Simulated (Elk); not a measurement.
A user runs Elk on NbIr₃ (Pm-3m, 4 atoms in the cell) and asks whether the run is sound. The aim is a self-consistent single point with DFT, LDA (PW92), all-electron FP-LAPW, Elk's shipped species files, LAPW+lo basis.

Input as run:

```
tasks
  0

xctype
  3

rgkmax
  8.0

gmaxvr
  16.0

nxoapwlo
  1

rmtscf
  0.87

stype
  3

swidth
  0.00367493

scale
  1.889726125

avec
    3.8900000000    0.0000000000    0.0000000000
    0.0000000000    3.8900000000    0.0000000000
    0.0000000000    0.0000000000    3.8900000000

sppath
  './'

atoms
  2   : nspecies
  'Nb.in'   : spfname
  1   : natoms; atposl, bfcmt below
  0.0000000000  0.0000000000  0.0000000000    0.0 0.0 0.0
  'Ir.in'   : spfname
  3   : natoms; atposl, bfcmt below
  0.0000000000  0.5000000000  0.5000000000    0.0 0.0 0.0
  0.5000000000  0.0000000000  0.5000000000    0.0 0.0 0.0
  0.5000000000  0.5000000000  0.0000000000    0.0 0.0 0.0
```

Output, abridged:

```
│ Elk code version 10.2.4 │

All units are atomic (Hartree, Bohr, etc.)

│ Ground-state run starting from atomic densities │

Lattice vectors :
   7.351034626       0.000000000       0.000000000
   0.000000000       7.351034626       0.000000000
   0.000000000       0.000000000       7.351034626

   [... lines left out ...]
 potential will be trimmed for |G| > 2 gkmax
Constant for pseudocharge density :   10
Radial integration step length :    4

G-vector grid sizes :     40    40    40
Number of G-vectors :    27609

Maximum angular momentum used for
 APW functions                      :    8
 outer part of muffin-tin           :    6
 inner part of muffin-tin           :    1

Total nuclear charge    :   -272.0000000
Total core charge       :    172.0000000
Total valence charge    :    100.0000000
Total excess charge     :    0.000000000
Total electronic charge :    272.0000000

Effective Wigner radius, rₛ :   0.7038216643

Number of empty states         :   16
Total number of valence states :   66
Total number of core states    :  172

Total number of local-orbitals :  111

Exchange-correlation functional :      3     0     0
 Perdew-Wang/Ceperley-Alder, Phys. Rev. B 45, 13244 (1992)
 gradient requirement :    0
 local density approximation (LDA)

Smearing type :    3
 Fermi-Dirac
Smearing width :   0.3674930000E-02
Effective electronic temperature (K) :    1160.451112

Mixing type :    3
 Broyden mixing, J. Phys. A: Math. Gen. 17, L317 (1984)

Kohn-Sham potential initialised from atomic data
│ Self-consistent loop started │
│ Loop number : 1 │
 total energy                :     -57468.0855816
│ Loop number : 2 │
 total energy                :     -57463.9401677
RMS change in Kohn-Sham potential (target) :   0.4736547820     (  0.1000000000E-05)
Absolute change in total energy (target)   :    4.145413901     (  0.1000000000E-03)
│ Loop number : 3 │
 total energy                :     -57416.1805811
RMS change in Kohn-Sham potential (target) :   0.2074884269     (  0.1000000000E-05)
Absolute change in total energy (target)   :    48.79594002     (  0.1000000000E-03)
   [... lines left out ...]
Absolute change in total energy (target)   :   0.9356587034E-03 (  0.1000000000E-03)
│ Loop number : 20 │
 total energy                :     -57360.2589627
RMS change in Kohn-Sham potential (target) :   0.2454422814E-07 (  0.1000000000E-05)
Absolute change in total energy (target)   :   0.2294537262E-03 (  0.1000000000E-03)
│ Loop number : 21 │
 total energy                :     -57360.2589594
RMS change in Kohn-Sham potential (target) :   0.2283730088E-07 (  0.1000000000E-05)
Absolute change in total energy (target)   :   0.6067448703E-04 (  0.1000000000E-03)
Convergence targets achieved

│ Loop number : 22 │

Energies :
 Fermi                       :     0.639961638082
 total energy                :     -57360.2589476

Density of states at Fermi energy :    808.0543042
 (states/Hartree/unit cell)

Estimated indirect band gap :   0.1561405955E-02
 from k-point      1 to k-point      1
Estimated direct band gap   :   0.1561405955E-02
 at k-point      1

Charges :
 core                        :    172.0000000
 valence                     :    100.0000000
 interstitial                :    7.367699404
 muffin-tins (core leakage)
  species :    1 (Nb)
   atom    1                 :    38.31239705     (  0.1196798747E-04)
  species :    2 (Ir)
   atom    1                 :    75.43996785     (  0.1621736639E-02)
   atom    2                 :    75.43996785     (  0.1621736639E-02)
   atom    3                 :    75.43996785     (  0.1621736639E-02)
 total in muffin-tins        :    264.6323006
 total calculated charge     :    271.9891455
 total charge                :    272.0000000
 error                       :   0.1085451512E-01

│ Self-consistent loop stopped │
```

Task: Is anything amiss in this input, and did it matter?

Result: The run is not sound. The fault is a single k-point for a small metallic cell. One k-point cannot sample the Fermi surface of a small cell. To fix it, use a converged k-point mesh. The run converged in 22 iterations without an error; against the sound input the free energy goes up by 3.41 eV/atom.

An input that runs soundly differs in these lines (not the only fix; some lines may just follow from the change or write a value another way):
```diff
+ngridk
+  7 7 7
+
```

With that input, the run converged in 18 iterations: free energy E − TS -1560865.8197 eV; Fermi level (on the code's own zero) 15.00 eV (DFT, LDA (PW92), all-electron FP-LAPW, Elk's shipped species files, LAPW+lo basis).

On the sound input: the starting cell comes from a database of published, mostly measured structures (it also holds non-ambient and calculated ones), without a prior relaxation at this level. Spin-orbit coupling is off. Spin polarisation is off. Values depend on the basis (sphere radii, cutoffs, local orbitals), which need not be converged. The log's line on a gap gives a spacing of levels on this mesh, which the program prints for metals too.
